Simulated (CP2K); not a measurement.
Worked example: self-consistent single point of Ge (Fd-3m, 2 atoms in the cell) in CP2K

Method of the run: PBE, GPW, DZVP-MOLOPT-SR-GTH basis, GTH-PBE potentials (GTH_POTENTIALS) (CP2K).

Input as run:

```
&GLOBAL
  PROJECT scf
  RUN_TYPE ENERGY_FORCE
  PRINT_LEVEL LOW
&END GLOBAL
&FORCE_EVAL
  METHOD Quickstep
  STRESS_TENSOR ANALYTICAL
  &DFT
    BASIS_SET_FILE_NAME BASIS_MOLOPT
    POTENTIAL_FILE_NAME GTH_POTENTIALS
    &QS
      METHOD GPW
      EPS_DEFAULT 1E-10
    &END QS
    &MGRID
      CUTOFF 400
      REL_CUTOFF 40
      NGRIDS 4
    &END MGRID
    &SCF
      SCF_GUESS ATOMIC
      EPS_SCF 1E-6
      MAX_SCF 100
      ADDED_MOS 4
      &DIAGONALIZATION
        ALGORITHM STANDARD
      &END DIAGONALIZATION
      &MIXING
        METHOD BROYDEN_MIXING
        ALPHA 0.3
        NBUFFER 10
      &END MIXING
      &SMEAR ON
        METHOD FERMI_DIRAC
        ELECTRONIC_TEMPERATURE [K] 116.05
      &END SMEAR
    &END SCF
    &KPOINTS
      SCHEME MONKHORST-PACK 5 5 5
    &END KPOINTS
    &XC
      &XC_FUNCTIONAL PBE
      &END XC_FUNCTIONAL
    &END XC
    &PRINT
      &MO
        EIGENVALUES T
        OCCUPATION_NUMBERS T
        NDIGITS 8
        FILENAME mo
        &EACH
          QS_SCF 0
        &END EACH
        ADD_LAST NUMERIC
      &END MO
      &MULLIKEN OFF
      &END MULLIKEN
    &END PRINT
  &END DFT
  &SUBSYS
    &CELL
      A 4.03201600 0.00000000 0.00000000
      B 2.01600800 3.49182800 0.00000000
      C 2.01600800 1.16394300 3.29212700
      PERIODIC XYZ
    &END CELL
    &COORD
      SCALED
      Ge       0.00000000     0.00000000     0.00000000
      Ge       0.25000000     0.25000000     0.25000000
    &END COORD
    &KIND Ge
      BASIS_SET DZVP-MOLOPT-SR-GTH-q4
      POTENTIAL GTH-PBE-q4
    &END KIND
  &END SUBSYS
  &PRINT
    &FORCES ON
    &END FORCES
    &STRESS_TENSOR ON
    &END STRESS_TENSOR
  &END PRINT
&END FORCE_EVAL
```

Output (repeated stretches shortened):

```
 GLOBAL| Method name                                                        CP2K
 GLOBAL| Project name                                                        scf
 GLOBAL| Run type                                                   ENERGY_FORCE

 TOTAL NUMBERS AND MAXIMUM NUMBERS

  Total number of            - Atomic kinds:                                   1
                             - Atoms:                                          2
                             - Shell sets:                                     2
                             - Shells:                                        10
                             - Primitive Cartesian functions:                  8
                             - Cartesian basis functions:                     28
                             - Spherical basis functions:                     26

  Maximum angular momentum of the orbital basis functions:                     2

 SCF PARAMETERS         Density guess:                                    ATOMIC
                        max_scf:                                             100
                        max_diis:                                              4
                        eps_scf:                                        1.00E-06
                        eps_diis:                                       1.00E-01
                        eps_eigval:                                     1.00E-05
                        level_shift [a.u.]:                             0.000000
                        added MOs                                         4    0
                        Mixing method:                            BROYDEN_MIXING
                                                charge density mixing in g-space
                        Smear method:                                FERMI_DIRAC
                        Electronic temperature [K]:                        116.0
                        Electronic temperature [a.u.]:                  3.68E-04
                        Accuracy threshold:                             1.00E-10
                        No outer SCF

 Extrapolation method: initial_guess

 Number of electrons:                                                          8
 Number of occupied orbitals:                                                  4
 Number of molecular orbitals:                                                 8

 Number of orbital functions:                                                 26
 Number of independent orbital functions:                                     26

 SCF WAVEFUNCTION OPTIMIZATION

  Step     Update method      Time    Convergence         Total energy    Change
     1 NoMix/Diag. 0.30E+00      -     0.53195224        -7.9072972970 -7.91E+00
     2 Broy./Diag. 0.30E+00      -     0.00768485        -7.8228216715  8.45E-02
     3 Broy./Diag. 0.30E+00      -     0.01672199        -7.8332375992 -1.04E-02
     4 Broy./Diag. 0.30E+00      -     0.00017241        -7.8560435913 -2.28E-02
     5 Broy./Diag. 0.30E+00      -     0.00033669        -7.8537567785  2.29E-03
     6 Broy./Diag. 0.30E+00      -     0.00003189        -7.8535269201  2.30E-04
     7 Broy./Diag. 0.30E+00      -     0.00003469        -7.8538101788 -2.83E-04
     8 Broy./Diag. 0.30E+00      -     0.00000010        -7.8538335620 -2.34E-05

  *** SCF run converged in     8 steps ***

  Electronic density on regular grids:         -8.0000000000        0.0000000000
  Core density on regular grids:                7.9999999973       -0.0000000027
  Total charge density on r-space grids:       -0.0000000027
  Total charge density g-space grids:          -0.0000000027

  Overlap energy of the core charge distribution:               0.00000001368187
  Self energy of the core charge distribution:                -16.71672840141500
  Core Hamiltonian energy:                                      3.98240507556553
  Hartree energy:                                               7.22580469571695
  Exchange-correlation energy:                                 -2.34530371714186
  Electronic entropic energy:                                  -0.00001122839579
  Fermi energy:                                                 0.16328331727050

  Total energy:                                                -7.85383356198832
  Total energy (extrapolated to T->0):                         -7.85382794779042

 ENERGY| Total FORCE_EVAL ( QS ) energy [hartree]             -7.853842535673753

 FORCES| Atomic forces [hartree/bohr]
 FORCES|   Atom     x               y               z               |f|
 FORCES|      1  6.80484365E-10  2.73190423E-08 -1.87818606E-08   3.31594845E-08
 FORCES|      2 -5.52490546E-10 -2.72451356E-08  1.88341029E-08   3.31259127E-08
 FORCES| Sum     1.27993819E-10  7.39066591E-11  5.22423397E-11
 FORCES| Total atomic force                                       1.56760563E-10

 STRESS| Analytical stress tensor [bar]
 STRESS|                        x                   y                   z
 STRESS|      x        3.00886219106E+04  -1.58461793615E-02  -1.12049480067E-02
 STRESS|      y       -1.58461793615E-02   3.00886190071E+04   1.72374590476E-01
 STRESS|      z       -1.12049480067E-02   1.72374590476E-01   3.00888689141E+04
 STRESS| 1/3 Trace                                             3.00887032773E+04
```

The run converged in 8 iterations.

The starting cell has typed, rounded lattice constants, without a prior relaxation at this level. Its lattice was rescaled by a random factor within 2.5 % of one. Values carry the incompleteness of an atom-centred basis. With a pressure of about 3 GPa the cell is away from its equilibrium volume at this level.
